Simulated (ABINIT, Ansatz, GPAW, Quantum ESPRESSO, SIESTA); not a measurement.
**SbPt (P6_3/mmc, 4 atoms in the cell) computed with different codes at matched settings**

Self-consistent single point.

```xyz
4
Lattice="4.1077 0.0000 0.0000 -2.0538 3.5574 0.0000 0.0000 0.0000 5.4467" Properties=species:S:1:pos:R:3 pbc="T T T"
Sb     2.0538     1.1858     4.0850
Sb     0.0000     2.3716     1.3617
Pt     0.0000     0.0000     2.7233
Pt     0.0000     0.0000     0.0000
```

Shared settings, as Ansatz (a program for electronic structure) writes them: kpoints.mp_grid.grid = 4 4 3; scf.occupations.method = fermi_dirac; scf.occupations.width = 0.0073 Ry. Potentials and cutoffs stand in the table.

```tsv
code	model	pressure (GPa)	cutoff
GPAW	LDA (Perdew-Wang 92), GPAW PAW datasets LDA (gpaw-data 1.0.1)	2.05	600 eV
Ansatz	LDA (PW92), PAW files made with PBE	2.86	default
SIESTA	LDA PW92, numerical atomic orbitals DZP, PseudoDojo LDA standard norm-conserving potentials (rewritten from UPF to PSML)	6.38	grid 300 Ry
ABINIT	LDA (PW92), norm-conserving pseudopotentials (PseudoDojo nc-sr-04 LDA standard)	3.04	1143 eV
Quantum ESPRESSO	LDA (PZ), GBRV 1.5 ultrasoft (LDA) pseudopotentials	2.72	40 Ry
```

On Ansatz's run: spin-orbit coupling is off. Spin polarisation is off.

The spread over the programs that give each value: pressure within 4.33 GPa.

SIESTA uses small atom-centred bases, whose incompleteness enters pressures, forces and empty levels differently from a plane-wave cutoff. Ansatz's pressure is given at a fixed set of plane waves, as the other plane-wave codes print theirs; with its correction for the finite basis it is 2.90 GPa. The same LDA comes in different parametrisations, which differ slightly. In the pressure, SIESTA (by 3.59) lies more than 1 GPa from the median of the plane-wave programs.

On the base mesh (8 8 5) the same programs gave: Ansatz pressure 2.34 GPa; Quantum ESPRESSO pressure 2.19 GPa; ABINIT pressure 2.51 GPa; GPAW pressure 1.43 GPa; SIESTA pressure 5.95 GPa.

The values differ from the base mesh's, so the mesh still matters here: the table compares the programs at equal settings.

The starting cell comes from a database of computed structures (which also holds hypothetical and non-ambient phases and stackings), without a prior relaxation at this level. Its lattice was rescaled by a random factor within 2.5 % of one.

Left out of this page: CP2K (on another mesh); Elk and FLEUR (not drawn, or without a comparable value).

Keys are those of Ansatz 0.2.
